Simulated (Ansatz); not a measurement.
**Pd3Hg (I4/mmm): resistivity and electron-phonon coupling**

Given:

```
HgPd3
1.0
   -1.98334     1.98334     3.98317
    1.98334    -1.98334     3.98317
    1.98334     1.98334    -3.98317
Hg Pd
1 3
Direct
  0.00000   0.00000   0.00000
  0.75000   0.25000   0.50000
  0.25000   0.75000   0.50000
  0.50000   0.50000   0.00000
```

These are PBEsol, DFPT electron-phonon coupling, linearised Boltzmann equation (plane waves, PAW, scalar-relativistic; Ansatz, an electronic-structure program) values and carry that method's errors. Geometry: relaxed with this functional, without spin-orbit coupling.

- resistivity at 300 K = 6.1 (x), 6.1 (y), 9.3 (z) μΩ·cm
- density of states at the Fermi level = 1.34 states/(eV·spin·cell)

A metal at this level (no band gap). Only scattering by harmonic phonons is included (no impurities, grain boundaries, electron-electron scattering or thermal expansion). Spin-orbit coupling is left out, which matters with elements this heavy. The run warned that the eigensolver left some states short of its tolerance. Halving the electron mesh (20x20x20) moves the resistivity by up to 11 % at 300 K. Smearing 0.20 eV; phonons on a 5x5x5 q mesh, which this run doesn't test and which matters most at low temperature.

Computed structure with no diffraction record at hand here (it may be known, metastable or hypothetical): Pd3Hg (I4/mmm).
